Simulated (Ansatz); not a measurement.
System: MoPt2 (Immm, No. 71). Method: r²SCAN (plane waves, PAW; Ansatz, a program for electronic structure).

Numerical settings: plane-wave cutoff 560 eV, 24×24×24 k mesh, Fermi–Dirac smearing 0.05 eV, no spin polarisation, scalar-relativistic PAW data made under PBE.

Shape and atoms are relaxed at each volume.

Pressure at four volumes; x = ln(V/15.109 Å³). One pressure is withheld.

```
V (Å³/atom)        x  P (GPa)
-----------  -------  -------
14.505       -0.0408        ?
14.807       -0.0202     6.25
15.109        0.0000     0.00
15.713        0.0392   -10.44
```

Task: Pass a parabola P(x) through the three rows shown, estimate the bulk modulus and its pressure derivative near zero pressure, and predict the withheld pressure.

Result: Slopes between the rows: (0.00 − (6.25))/(0.0000 − (-0.0202)) = -309.41 and (-10.44 − (0.00))/(0.0392 − (0.0000)) = -266.33 GPa. Their difference over the span 0.0594 is c = 43.08/0.0594 = 725.3 GPa, so P(x) = 6.25 + (-309.41)(x − (-0.0202)) + 725.3 (x − (-0.0202))(x − (0.0000)). At the middle row B = −dP/dx = −[-309.41 + 725.3 × 0.0202] = 294.8 GPa, and B′ = dB/dP = 2c/B = 4.9. At x = -0.0408 the parabola gives 13.23 GPa; the run gives 13.29 GPa. The Birch–Murnaghan fit to the energies at all volumes has B0 = 294 GPa and B′ = 5.0.

Note: the relaxation could not lower the start's symmetry, so the cell can be a saddle point above a distorted one.

Spin–orbit coupling is not included.
